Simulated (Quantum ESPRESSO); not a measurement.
Quantum ESPRESSO 7.5, DFT, PBE, plane waves, SSSP 1.1.2 efficiency PBE: cubic BN (B16N16), 32 atoms. Basis and mesh were picked for this test and aren't claimed converged.

```json
{
  "cell": "7.23, 7.23, 3.62 Å; 90, 90, 90°",
  "task": "scf",
  "k mesh": "2×2×4",
  "ecutwfc": "45 Ry",
  "ecutrho": "360 Ry",
  "occupations": "fixed",
  "conv_thr": "3.2e-08 Ry",
  "tprnfor": "true",
  "tstress": "false",
  "k-point pools (-nk)": "2",
  "diagonalization": "david (default)",
  "k-points computed": "9",
  "bands": "64",
  "electrons": "128",
  "G-vectors of the density": "147257",
  "FFT grid": "90×90×45",
  "symmetry_operations": "8"
}
```

Settings of this run: mixing_mode = plain, mixing_beta = 0.1, mixing_ndim = 8; 8 ranks.

```
SCF iteration  band solver's avg # of iterations (first pass)  estimated scf accuracy (Ry)
-------------  ----------------------------------------------  ---------------------------
1                                                         2.0                   3.44965426
2                                                         1.0                   2.28262272
3                                                         2.0                   0.17195461
4                                                         3.0                   0.16137623
5                                                         4.0                   0.47874678
6                                                         2.0                   0.05154908
7                                                         2.0                   0.02019330
8                                                         4.7                   0.01895425
9                                                         1.0                   0.01038387
10                                                        1.0                   0.02094555
11                                                        1.9                   0.03930365
12                                                        2.0                   0.01453686
13                                                        1.0                   0.00559337
14                                                        2.7                   0.00094829
15                                                        2.0                   0.00006205
16                                                        4.2                   0.00038944
17                                                        1.0                   0.00033537
18                                                        4.2                   0.00000263
19                                                        5.2                   0.00000426
20                                                        2.8                   0.00000201
21                                                        8.0                   0.00020446
22                                                        4.0                   0.00032467
23                                                        7.9                   0.00002443
24                                                        7.2                   0.00002013
25                                                        1.0                   0.00001598
26                                                        5.0                   0.00000004
27                                                        3.9                      4.2E-09
```

It converged after 27 SCF iterations.

Question: Which change of one setting makes this cycle converge in far fewer steps?

Answer: This is not unique; one that fits is mixing_beta = 0.2 (12 SCF iterations), all else kept. The other changes of this size gave: mixing_beta = 0.4 (19); mixing_beta = 0.7 (default) (20); mixing_beta = 1 (26); mixing_mode = local-TF (28); mixing_mode = TF (29). The first change moves the result by: energy under 0.001 meV/atom. Counts are of single runs.
